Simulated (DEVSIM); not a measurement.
Device: p-channel Si planar bulk MOSFET with Al2O3, at 400 K.

```yaml
gate_length: 130 nm
source_drain_length: 104 nm
dielectric_thickness: 7.5 nm
lateral_straggle: 6.1 nm
underlap: 0 nm
junction_depth: 45.4 nm
substrate_depth: 322 nm
gate_work_function: 5.15 eV
source_and_drain_doping: 1.8e20 cm⁻³, Gaussian tails under the gate
body_doping: 5e17 cm⁻³
lifetime: 5e-7 s
supply: 1.5 V
```

All mobilities are scaled by 1; velocity saturation, μ/(1 + (μE/vsat)^b)^(1/b) with b = 2 for electrons and 1 for holes and E the electric field along each mesh edge, is on. Mobility is μmin + (μ − μmin)/(1 + (N/Nref)^α).

This is a model device: material constants are rounded textbook-type values typed into the input, and sizes, dopings and lifetimes were drawn at random. Values at 300 K; Nc and Nv go as T^1.5, mobilities as T to minus their exponent, the gap by Varshni's rule with the affinity fixed.

Si: gap (eV) 1.124, affinity (eV) 4.05, permittivity 11.7, Nc (cm⁻³) 2.86e19, Nv (cm⁻³) 3.1e19, μn (cm²/Vs) 1417, μp (cm²/Vs) 470, μn,min 52, μp,min 45, Nref,n 9.7e16, Nref,p 2.2e17, αn 0.68, αp 0.72, T exponent of μn 2.3, T exponent of μp 2.2, vsat,n (cm/s) 1e7, vsat,p (cm/s) 8.4e6, Varshni α (eV/K) 0.000473, Varshni β (K) 636. Al2O3: gap (eV) 6.8, affinity (eV) 1.35, permittivity 9.

DEVSIM, 2D drift-diffusion, Boltzmann statistics, complete ionisation; no quantum confinement, tunnelling, impact ionisation, self-heating, contact resistance or fringe fields beside the gate. Metal contacts follow the ideal Schottky-Mott rule: no Fermi-level pinning, no interface dipoles.

Transfer curves, |Id| in μA/μm:

```tsv
Vg (V)	Vd = -0.05 V	Vd = -1.5 V
0.45	2.983e-6	1.855e-5
0.375	1.416e-5	9.076e-5
0.3	6.921e-5	0.0004536
0.225	0.0003446	0.002293
0.15	0.001735	0.01163
0.075	0.008749	0.05852
0	0.04350	0.2837
-0.075	0.2040	1.234
-0.15	0.8099	4.193
-0.225	2.347	10.65
-0.3	4.819	20.87
-0.375	7.814	34.37
-0.45	11.01	50.61
-0.525	14.27	69.24
-0.6	17.54	89.88
-0.675	20.79	112.2
-0.75	24.01	136.0
-0.825	27.19	161.2
-0.9	30.33	187.6
-0.975	33.43	215.1
-1.05	36.50	243.5
-1.125	39.53	272.7
-1.2	42.52	302.8
-1.275	45.47	333.5
-1.35	48.39	364.9
-1.425	51.28	396.9
-1.5	54.13	429.5
```

Task: Work out the subthreshold swing at low drain bias from the rows at 0.15 and 0.075 V, and compare it with the thermal limit.

Result: log10(0.008749/0.001735) = 0.703 over 75.0 mV, so S = 107 mV/decade. The limit kT/q ln 10 is 79.4 mV/decade; the ratio is 1.34. This is the steepest step of the table.

Task: Find both thresholds at the constant current 0.1 μA × (1 μm/L) a micrometre, and the DIBL.

Result: The current is 0.769 μA/μm. Interpolating ln Id gives -0.147 V and -0.051 V; their difference over the 1.45 V of drain bias is 66 mV/V.

Source and drain are degenerate, where Boltzmann statistics are only rough. The electric field that drives the saturation includes the junctions' built-in field, which lowers the mobility there even at small currents: subthreshold currents come out too low, a known weakness of this choice.
